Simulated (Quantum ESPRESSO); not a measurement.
# Habitual settings against a tight run: Ni3Se4 (C2/m, 7 atoms in the cell)

Self-consistent single point.

```
CELL_PARAMETERS angstrom
      6.08154    -1.83216     0.00000
      6.08154     1.83216     0.00000
     -3.10161     0.00000     5.37499
ATOMIC_POSITIONS crystal
  Ni 0.00000 0.00000 0.00000
  Ni 0.74054 0.74054 0.72176
  Ni 0.25946 0.25946 0.27824
  Se 0.87934 0.87934 0.54357
  Se 0.12066 0.12066 0.45643
  Se 0.36505 0.36505 0.02375
  Se 0.63495 0.63495 0.97625
```

Method: PBEsol, PSlibrary PAW (PBE) pseudopotentials (plane waves; Quantum ESPRESSO 7.5).

Base settings: ecutwfc = 50 Ry; ecutrho = 300 Ry; occupations = smearing; smearing = fermi-dirac; degauss = 0.0073499 Ry; input_dft = pbesol; potentials = {Ni: Ni.pbe-n-kjpaw_psl.1.0.0.UPF, Se: Se.pbe-n-kjpaw_psl.1.0.0.UPF}; K_POINTS = automatic 5 5 3 0 0 0; conv_thr = 1e-10 Ry.

Tight run (finer mesh or higher cutoff; not a proven limit): ecutwfc: 50 Ry → 70 Ry; ecutrho: 300 Ry → 420 Ry; conv_thr: 1e-10 Ry → 7.3e-11 Ry; K_POINTS: automatic 5 5 3 0 0 0 → automatic 7 7 5 0 0 0. It gave Fermi level (on the code's own zero) 9.23 eV; pressure -5.84 GPa; largest force (vector length) 0.152 eV/Å.

Quick runs, as changes from the base:
- A: the base itself
- B: ecutwfc: 50 Ry → 40 Ry; ecutrho: 300 Ry → 240 Ry; K_POINTS: automatic 5 5 3 0 0 0 → automatic 2 2 2 0 0 0
- C: ecutwfc: 50 Ry → 30 Ry; ecutrho: 300 Ry → 180 Ry; degauss: 0.0073499 Ry → 0.0099958 Ry; K_POINTS: automatic 5 5 3 0 0 0 → automatic 1 1 1 1 1 1
- D: ecutwfc: 50 Ry → 25 Ry; ecutrho: 300 Ry → 150 Ry; smearing: fermi-dirac → marzari-vanderbilt; degauss: 0.0073499 Ry → 0.0099958 Ry; conv_thr: 1e-10 Ry → 7.3e-06 Ry; K_POINTS: automatic 5 5 3 0 0 0 → automatic 4 4 4 0 0 0
- E: ecutwfc: 50 Ry → 25 Ry; ecutrho: 300 Ry → 150 Ry; K_POINTS: automatic 5 5 3 0 0 0 → automatic 2 2 2 1 1 1

Energies are extrapolated to zero smearing width, which holds to low order in the width alone (under cold and Methfessel-Paxton smearing the free energy itself is taken).

Dashes: time of C, E, under 30 s; pressure of D, not trusted under this conv_thr with d or f elements.

The count of work is k-points × plane waves × bands × iterations; it is no time. Core times come from one kind of shared machine and are given to one figure; runs under 30 s give none.

The starting cell comes from a database of computed structures (which also holds hypothetical and non-ambient phases and stackings), without a prior relaxation at this level. Its lattice was rescaled by a random factor within 2.5 % of one. Spin polarisation is off, so a magnetic state, if there is one, cannot be reached. In the base run, with a pressure of about -6 GPa the cell is away from its equilibrium volume at this level. Without a gap this mesh is coarse (it stands for a supercell whose shortest vector is 18 Å).

```csv
run,energy less tight (meV/atom),pressure less tight (GPa),largest miss in a force vector (eV/Å),count of work / tight,core time / tight (rough)
A,8.6,-0.28,0.029,0.20,0.2
B,81.0,0.08,0.453,0.039,0.06
C,1115.4,8.75,1.671,0.0047,–
D,452.6,–,0.103,0.048,0.05
E,527.9,-28.20,0.371,0.0090,–
```

Among the runs at the tight run's level, the energy misses run from 8.6 to 1115.4 meV/atom.

Left out of this page: 1 run of the series outside the window shown, repeating another row's setting, or not comparable.
